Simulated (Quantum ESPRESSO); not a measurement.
Quick settings and what they miss: YAl2Pd5 (I4/mmm, 8 atoms in the cell)

Self-consistent single point.

```
YAl2Pd5
1.0
    2.03489    -2.03489     7.37063
    2.03489     2.03489     7.37063
   -2.03489    -2.03489     7.37063
Y Al Pd
1 2 5
Direct
  0.00000   0.00000   0.00000
  0.00000   0.74669   0.74669
  0.00000   0.25331   0.25331
  0.00000   0.50000   0.50000
  0.50000   0.35518   0.85518
  0.50000   0.64482   0.14482
  0.50000   0.85518   0.35518
  0.50000   0.14482   0.64482
```

Method of the run: LDA (PZ), GBRV 1.5 ultrasoft (LDA) pseudopotentials (plane waves; Quantum ESPRESSO).

Base settings: ecutwfc = 40 Ry; ecutrho = 320 Ry; occupations = smearing; smearing = cold; degauss = 0.0073499 Ry; potentials = {Y: y_lda_v1.4.uspp.F.UPF, Al: al_lda_v1.uspp.F.UPF, Pd: pd_lda_v1.4.uspp.F.UPF}; K_POINTS = automatic 7 7 7 0 0 0; conv_thr = 1e-09 Ry.

Tight run (finer mesh or higher cutoff; not a proven limit): ecutwfc: 40 Ry → 56 Ry; ecutrho: 320 Ry → 448 Ry; conv_thr: 1e-09 Ry → 7.3e-11 Ry; K_POINTS: automatic 7 7 7 0 0 0 → automatic 10 10 10 0 0 0. It gave Fermi level (on the code's own zero) 16.29 eV; pressure -2.56 GPa; largest force (vector length) 0.140 eV/Å.

Quick runs, as changes from the base:
- A: the base itself
- B: ecutwfc: 40 Ry → 32 Ry; ecutrho: 320 Ry → 256 Ry; smearing: cold → mp; degauss: 0.0073499 Ry → 0.0099958 Ry; conv_thr: 1e-09 Ry → 7.3e-05 Ry; pseudopotentials: {Y: y_lda_v1.4.uspp.F.UPF, Al: al_lda_v1.uspp.F.UPF, Pd: pd_lda_v1.4.uspp.F.UPF} → {Y: y_pbesol_v1.4.uspp.F.UPF, Al: al_pbesol_v1.uspp.F.UPF, Pd: pd_pbesol_v1.4.uspp.F.UPF}; K_POINTS: automatic 7 7 7 0 0 0 → automatic 6 6 6 0 0 0 [PBEsol]
- C: ecutwfc: 40 Ry → 20 Ry; ecutrho: 320 Ry → 160 Ry; smearing: cold → fd; degauss: 0.0073499 Ry → 0.0099958 Ry; conv_thr: 1e-09 Ry → 7.3e-06 Ry; K_POINTS: automatic 7 7 7 0 0 0 → automatic 8 8 8 1 1 1
- D: ecutwfc: 40 Ry → 24 Ry; ecutrho: 320 Ry → 192 Ry; K_POINTS: automatic 7 7 7 0 0 0 → automatic 3 3 3 0 0 0
- E: ecutwfc: 40 Ry → 24 Ry; ecutrho: 320 Ry → 192 Ry; degauss: 0.0073499 Ry → 0.036749 Ry; conv_thr: 1e-09 Ry → 7.3e-05 Ry; K_POINTS: automatic 7 7 7 0 0 0 → automatic 1 1 1 0 0 0
- F: ecutwfc: 40 Ry → 32 Ry; ecutrho: 320 Ry → 256 Ry; smearing: cold → fd; degauss: 0.0073499 Ry → 0.0099958 Ry; K_POINTS: automatic 7 7 7 0 0 0 → automatic 2 2 2 0 0 0

Energies are extrapolated to zero smearing width, which holds to low order in the width alone (under cold and Methfessel-Paxton smearing the free energy itself is taken).

Dashes: energy of B, another energy zero; pressure of B, C, E, not trusted under this conv_thr with d or f elements; time of E, under 30 s.

† marks runs with another functional, U, potentials or spin treatment: their distance from the tight run is not a convergence error alone.

The count of work is k-points × plane waves × bands × iterations; it is no time. Core times come from one kind of shared machine and are given to one figure; runs under 30 s give none.

The starting cell comes from a database of computed structures (which also holds hypothetical and non-ambient phases and stackings), without a prior relaxation at this level. Its lattice was rescaled by a random factor within 2.5 % of one. Spin polarisation is off.

```
run  energy less tight (meV/atom)  pressure less tight (GPa)  largest miss in a force vector (eV/Å)  count of work / tight  core time / tight (rough)
---  ----------------------------  -------------------------  -------------------------------------  ---------------------  -------------------------
A                            10.7                      -0.02                                  0.004                   0.22                        0.3
B†                              –                          –                                  0.058                  0.078                       0.09
C                          9476.3                          –                                  0.128                   0.10                        0.1
D                          2564.8                    -152.42                                  0.074                  0.017                       0.03
E                          2836.7                          –                                  0.631                 0.0021                          –
F                            56.7                      -9.66                                  0.187                  0.016                       0.03
```

Among the runs at the tight run's level, the energy misses run from 10.7 to 9476.3 meV/atom.
